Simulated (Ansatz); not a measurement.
The reference is CdSe in the zinc blende structure (space group F-43m, No. 216; a = 6.0075 Å).

The values are results of Ansatz (an electronic-structure program), LDA, PAW, cutoff 420 eV, no spin-orbit coupling, not measurements.

For the base:

The pressure is 0.00 GPa. The electron mass is 0.041 mₑ (at Γ).

Now apply this change: an isotropic linear strain of −2.00 %; the atoms relax in the strained cell.

Q: What does the calculation give for the mean gap deformation potential ΔEg/Δln V after the change?

A: The mean gap deformation potential ΔEg/Δln V is -2.0 eV.

Q: What does the calculation give for the pressure after the change?

A: The pressure goes from zero to 4.05 GPa.

Q: Predict the new electron mass.

A: The electron mass becomes 0.050 mₑ (at Γ) (base: 0.041 mₑ (at Γ)).

Masses are band curvatures over ±0.01 Å⁻¹ around the edge. No phonon test of stability was made.
